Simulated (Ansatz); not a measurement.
Start from BAs in the zinc blende structure (space group F-43m, No. 216; a = 4.7839 Å). Axes: x, y, z lie along the cube axes.

Computed with r2SCAN in Ansatz (plane waves to 500 eV, PAW, no spin-orbit coupling).

Now apply this change: uniaxial strain ε_zz = +0.50 %, all other strain components held at zero; the atoms relax in the strained cell.

Q: Predict the stress tensor and what it implies for the stiffness.

A: Stress of the strained cell less that of the base (GPa, compression positive):
```
  -0.32    0.00    0.00
   0.00   -0.32    0.00
   0.00    0.00   -1.44
```

Then −Δσ_ii/ε with ε = 0.0050 gives relaxed-ion elastic constants: C33 ≈ 288 GPa, C13 ≈ 65 GPa and C23 ≈ 65 GPa.

Whether these cells are dynamically stable was not tested.

Ansatz is an electronic-structure program.
